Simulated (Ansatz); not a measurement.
Results of PBEsol in Ansatz (plane waves, PAW) for NbAs (I4₁md, No. 109, 4 atoms in the cell; start mp-2059).

From the output:

```
Relaxation: its limit of steps is 80 (relax.max_steps)
Crystal: 4 atoms, lattice volume = 69.921 Å³
Basis set: ecut = 520 eV, 1905 PW (Γ), FFT grids on a1+a3, a2+a3, a3, exchange–correlation on 54×54×96 points (8 copies of the dense FFT grid, shifted against one another)
Bands: 34, of which v1, the nominal top of the filled ones, is band 28 counted from 1 (27 counted from 0)
Symmetry: 8 space group operations
Space group: I41md (ITA 109), of the structure as read, at distance tolerance 4.1e-5 Å
k-points: 834 of 10648 (time reversal used)
Initial density: superposition of atomic densities (chi_scale 0.1, normalization cell, long waves kept (reshape's long-wave potential 0.00 eV rms))
Functional: x = pbesol(κ = 0.804, μ = 0.12345679012345678), c = pbesol(β = 0.046)
SCF iter   1: F=—  HF=-18620.757866 eV  |F-HF|=—  |Δ(HF+E_count)|=         —  Δρ=5.43e-2  dr2=2.17e0
SCF iter   2: F=—  HF=-18620.284364 eV  |F-HF|=—  |Δ(HF+E_count)|=   4.74e-1  Δρ=3.33e-2  dr2=7.73e-1
  ...
SCF 1 converged in 8 iterations: F = -18620.036728 eV  dr2 = 1.66e-8
Crystal: 4 atoms, lattice volume = 69.921 Å³
Basis set: ecut = 520 eV, 1873 PW (Γ), FFT grids on a1+a3, a2+a3, a3, exchange–correlation on 54×54×96 points (8 copies of the dense FFT grid, shifted against one another)
Initial density: handed on by an earlier stage of this run
SCF 2 converged in 6 iterations: F = -18620.036672 eV  dr2 = 1.18e-8
Crystal: 4 atoms, lattice volume = 69.921 Å³
Basis set: ecut = 520 eV, 1889 PW (Γ), FFT grids on a1+a3, a2+a3, a3, exchange–correlation on 54×54×96 points (8 copies of the dense FFT grid, shifted against one another)
SCF 3 converged in 9 iterations: F = -18620.037048 eV  dr2 = 2.46e-13
Crystal: 4 atoms, lattice volume = 69.921 Å³
SCF iter   7: F=-18620.037048 eV  HF=-18620.037048 eV  |F-HF|=3.64e-12  |Δ(HF+E_count)|=  7.28e-12  Δρ=8.37e-10  dr2=7.39e-16
SCF iter   8: F=-18620.037048 eV  HF=-18620.037048 eV  |F-HF|=7.28e-12  |Δ(HF+E_count)|=    0.00e0  Δρ=2.95e-10  dr2=8.63e-17
SCF 4 converged in 8 iterations: F = -18620.037048 eV  dr2 = 8.63e-17
SCF converged after 8 iterations
Free energy (F): -18620.037048 eV
Internal energy: -18620.033226 eV  (E = F + TS)
E sigma→0 (E₀):  -18620.035137 eV
Fermi energy:    15.746121 eV
--- Forces (eV/Å), atoms counted from 1 ---
  atom   1  Nb    -0.00000000    -0.00000000    -0.00044524
  atom   2  Nb     0.00000000     0.00000000    -0.00044524
  atom   3  As    -0.00000000     0.00000000     0.00044524
  atom   4  As     0.00000000     0.00000000     0.00044524
--- Stress (GPa, compression-positive) ---
       -3.322271       0.000000      -0.000000
        0.000000      -3.322271       0.000000
       -0.000000       0.000000      -3.321526
  P = ⅓ Tr σ = -3.3220 GPa (-33.220 kbar)
```

### Question
Write an input file that could have produced this run (the log leaves some choices open).

### Answer
Several could match; the one computed here: 
Ansatz 0.2 input:
```yaml
crystal:
  lattice:
    - [-1.7309730137, 1.7309730137, 5.8340053572]
    - [1.7309730137, -1.7309730137, 5.8340053572]
    - [1.7309730137, 1.7309730137, -5.8340053572]
  atoms:
    - { symbol: Nb, position: [0.4992440151, 0.4992440151, 0.0] }
    - { symbol: Nb, position: [0.2492440151, 0.7492440151, 0.5] }
    - { symbol: As, position: [0.9177559849, 0.9177559849, 0.0] }
    - { symbol: As, position: [0.6677559849, 0.1677559849, 0.5] }
basis:
  ecutwfc: 520
  ecutrho_ratio: 4
  xc_grid: 2
kpoints:
  mp_grid: { grid: [22, 22, 22] }
hamiltonian:
  xc: pbesol
  dispersion: none
  pseudopotentials: { azcp: { folder: ./paw }, kind: paw }
scf:
  occupations: { method: fermi_dirac, width: 0.05 }
output:
  forces: true
  stress: true
  eigenvalues: true
relax:
  f_tol: 0.004
  escape_saddle: false
  max_steps: 80
  cell: { stress_tol: 0.02, fix: [volume] }
```

The cell is one volume of an energy–volume scan, off the minimum.

The PAW data were made under PBE.

Note: the run has no spin polarisation, so it can have missed a magnetic state. Note: the relaxation could not lower the start's symmetry, so the cell can be a saddle point above a distorted one.

A start named mp-… is a Materials Project structure, which need not be a measured phase.

Ansatz is a program for electronic structure.
